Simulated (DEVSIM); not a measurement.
System: Ru/AlN/p-Ge capacitor, at 250 K.

```csv
layer (left to right),material,thickness (nm),Na (cm⁻³)
1,AlN,6.70,-
2,Ge,3300,3.2e16
```

Metal gate on the left, work function 4.7 eV. Fixed charge at the semiconductor interface 1.2e11 cm⁻² (in units of +e); no interface traps.

Constants are typed, rounded textbook-type inputs, not results; the design itself was drawn at random and stands for no fabricated device. Values at 300 K; Nc and Nv go as T^1.5, mobilities as T to minus their exponent, the gap by Varshni's rule with the affinity fixed.

| parameter | AlN | Ge |
|---|---|---|
| gap (eV) | 6.1 | 0.664 |
| affinity (eV) | 1.9 | 4 |
| permittivity | 8.5 | 16 |
| Nc (cm⁻³) | - | 1.04e19 |
| Nv (cm⁻³) | - | 6e18 |
| Varshni α (eV/K) | - | 0.000477 |
| Varshni β (K) | - | 235 |

Simulated with DEVSIM: 1D Poisson equation in equilibrium, Boltzmann statistics, complete ionisation; no quantum confinement or tunnelling. Metal contacts follow the ideal Schottky-Mott rule: no Fermi-level pinning, no interface dipoles.

The interface trap density was swept, all else fixed.

| interface trap density (cm^-2 eV^-1) | flat-band voltage (V) | minimum of the low-frequency capacitance (μF/cm²) | threshold voltage (band bending 2φF) (V) |
|---|---|---|---|
| 0 | 0.11 | 0.0947 | 0.64 |
| 1e10 | 0.11 | 0.0960 | 0.64 |
| 1e11 | 0.11 | 0.108 | 0.64 |
| 3e11 | 0.10 | 0.134 | 0.65 |
| 1e12 | 0.09 | 0.214 | 0.69 |
| 2e12 | 0.08 | 0.308 | 0.74 |

From the first row to the last the flat-band voltage goes from 0.11 to 0.08. From the first row to the last the minimum of the low-frequency capacitance goes from 0.0947 to 0.308.
